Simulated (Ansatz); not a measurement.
The starting structures come from a database of crystals and need not be the phases stable at ambient conditions.

The decay constant κ of evanescent states in the gap governs leakage through a thin film.

```
Cs2P2Si
1.0
    8.66507     0.00000     0.00000
   -3.16984     8.06446     0.00000
   -2.21733    -3.25401     4.78764
Cs Si P
4 2 4
Direct
  0.68489   0.98211   0.83350
  0.31511   0.01789   0.16650
  0.98211   0.68489   0.33350
  0.01789   0.31511   0.66650
  0.50000   0.50000   0.25000
  0.50000   0.50000   0.75000
  0.56409   0.73607   0.15008
  0.43591   0.26393   0.84992
  0.73607   0.56409   0.65008
  0.26393   0.43591   0.34992
```

Space group of this cell: Ibam. The cell is taken as given; by PBEsol its mean pressure is -0.8 GPa.

Transport runs along the normal of the first two printed cell vectors.

No gap correction and no spin-orbit coupling; mid-gap values are interpolated between computed energies.

Q: State the band gap and the smallest decay constant κ at mid-gap according to PBEsol (Ansatz, a quantum-chemistry and plane-wave program).

A: Gap 1.23 eV on a 6×6×6 mesh; κ = 0.192 1/Å, at the zone centre.
